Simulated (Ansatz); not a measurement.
We consider Nb2GaC (P6₃/mmc, No. 194, 8 atoms in the cell; start mp-1079546), described by LDA (Ansatz, a program for electronic structure, PAW).

Settings: plane-wave cutoff 520 eV, 24×24×4 k mesh (along the axes of the cell as run), Fermi–Dirac smearing 0.05 eV, no spin polarisation, scalar-relativistic PAW data made under PBE.

Cell (relaxed at this level):

```
GaNb2C
1.0
    3.10262     0.00000     0.00000
   -1.55131     2.68694     0.00000
    0.00000     0.00000    13.34083
Nb Ga C
4 2 2
Direct
  0.66667   0.33333   0.90976
  0.33333   0.66667   0.09024
  0.33333   0.66667   0.40976
  0.66667   0.33333   0.59024
  0.66667   0.33333   0.25000
  0.33333   0.66667   0.75000
  0.00000   0.00000   0.00000
  0.00000   0.00000   0.50000
```

**Question.** What does this level give for the bulk modulus?

**Answer.** 
- bulk modulus = 201 GPa

Note: the run has no spin polarisation, so it can have missed a magnetic state; the bulk modulus is −V dP/dV from two relaxed cells at ±2 % in volume; the relaxation could not lower the start's symmetry, so the cell can be a saddle point above a distorted one.

The computed numbers hold no vibrational or temperature effects.

A start named mp-… is a Materials Project structure, which need not be a measured phase.
